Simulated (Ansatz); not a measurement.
Start from GaN in the wurtzite structure (space group P6_3mc, No. 186).

```xyz
4
Lattice="3.2184 0.0000 0.0000 -1.6092 2.7872 0.0000 0.0000 0.0000 5.2432" Properties=species:S:1:pos:R:3 pbc="T T T"
Ga     0.0000     1.8581     0.0007
Ga     1.6092     0.9291     2.6223
N      0.0000     1.8581     1.9760
N      1.6092     0.9291     4.5976
```

Cartesian axes are those of the cell as printed.

The values are results of Kohn–Sham DFT with the PBE functional, run in Ansatz (an electronic-structure program) with PAW and 420 eV plane waves, no spin-orbit coupling, not measurements.

Strains are applied to the cell and any free atomic positions relax; under biaxial strain the out-of-plane vector relaxes too.

One change was made to it. Results:

| quantity | base | after |
|---|---|---|
| band gap | 1.71 eV | 1.74 eV |
| valence-band top at Γ (three highest levels, from the VBM) | 0.00, 0.00, -0.04 eV | 0.00, 0.00, -0.09 eV |
| electron mass | 0.14 mₑ along c, 0.16 mₑ across (at Γ) | 0.15 mₑ out of plane, 0.16 mₑ in plane (at Γ) |
| pressure (mean of the normal stresses, compression positive) | 0.00 GPa | 1.65 GPa |

### Question
Name the change that was made.
(A) biaxial strain −0.60 %, plane normal [001], relaxed out of plane
(B) biaxial strain −1.80 %, plane normal [001], relaxed out of plane
(C) biaxial strain −2.40 %, plane normal [001], relaxed out of plane
(D) biaxial strain −1.20 %, plane normal [001], relaxed out of plane

### Answer
A, biaxial strain −0.60 %, plane normal [001], relaxed out of plane. For comparison, the valence-band top at Γ in the other runs: biaxial strain −1.20 %, plane normal [001], relaxed out of plane gives 0.00, 0.00, -0.15 eV; biaxial strain −2.40 %, plane normal [001], relaxed out of plane gives 0.00, 0.00, -0.28 eV; biaxial strain −1.80 %, plane normal [001], relaxed out of plane gives 0.00, 0.00, -0.21 eV.

Masses are band curvatures over ±0.01 Å⁻¹ around the edge. Gaps are Kohn–Sham eigenvalue differences; semilocal functionals usually give less than the measured gap. No phonon test of stability was made.
